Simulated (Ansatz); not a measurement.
## Effect of uniaxial strain ε_zz = +3.00 % on SnO2

Take SnO2 in the rutile structure (space group P4_2/mnm, No. 136; a = 4.828 Å, c = 3.238 Å) as the base. Axes: x, y, z lie along a, b, c of the conventional cell.

The change: the cell is stretched by 3.00 % along z with no lateral relaxation, atoms relaxed at fixed cell.

Calculations: Ansatz (a quantum-chemistry and plane-wave program), PBE, PAW, cutoff 420 eV, without spin-orbit coupling. k-mesh 7×7×10 (Γ-centred); smearing 0.05 eV (Fermi–Dirac).

```csv
quantity,base,changed,shift
volume per atom,12.58 Å³,12.96 Å³,+0.38 Å³
space group,P4_2/mnm (No. 136),P4_2/mnm (No. 136),–
energy relative to the base (free energy F),0 meV/atom,+12 meV/atom,+12 meV/atom
"pressure (mean of the normal stresses, compression positive)",0.00 GPa,-5.73 GPa,-5.73 GPa
band gap,0.68 eV,0.27 eV,-0.41 eV
gap character,direct at Γ,direct at Γ,–
width of the top valence band,1.18 eV,1.13 eV,-0.05 eV
electron mass,"0.16 mₑ along c, 0.17 mₑ across (at Γ)","0.13 mₑ along z, 0.12 mₑ across (at Γ)",–
"valence-band top at Γ (three highest levels, from the VBM)","0.00, -0.74, -0.74 eV","0.00, -0.67, -0.67 eV",–
"stress (xx, yy, zz, yz, xz, xy; compression positive)",–,"(-3.53, -3.53, -10.12, 0.00, 0.00, 0.00) GPa",–
```

Effective masses come from finite differences of ±0.01 Å⁻¹. Stability against distortions was not tested. The zero or small gap of SnO2 under uniaxial strain ε_zz = +3.00 % can change with the level of theory.
